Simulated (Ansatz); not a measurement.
Start from La (space group P6_3/mmc, No. 194).

```yaml
crystal:
  lattice:
    - [3.78558, 0.00000, 0.00000]
    - [-1.89279, 3.27841, 0.00000]
    - [0.00000, 0.00000, 12.03275]
  atoms:
    - { symbol: La, position: [0.00000, 0.00000, 0.00000] }
    - { symbol: La, position: [0.00000, 0.00000, 0.50000] }
    - { symbol: La, position: [0.33333, 0.66667, 0.25000] }
    - { symbol: La, position: [0.66667, 0.33333, 0.75000] }
```

Computed with Ansatz (an electronic-structure program), r2SCAN, PAW, cutoff 500 eV, spin-orbit coupling left out.

For the base:

```
Property            Value
---------------  --------
Volume per atom  37.33 Å³
c/a ratio           3.179
```

Now apply this change: every La is replaced by Ce; the structure is relaxed again.

**Question.** How does this affect the volume per atom?

**Answer.** The volume per atom decreases by 11.50 Å³ to 25.83 Å³.

**Question.** Estimate the effect on the c/a ratio.

**Answer.** The c/a ratio rises by 0.127, from 3.179 to 3.306.

The 4f electrons are in the valence with no U and their state was not checked, so volumes and moments can be off. No phonon test of stability was made. Starting moments died away, wholly or in part, for La → Ce; another magnetic solution may exist. All final runs are without spin polarisation.
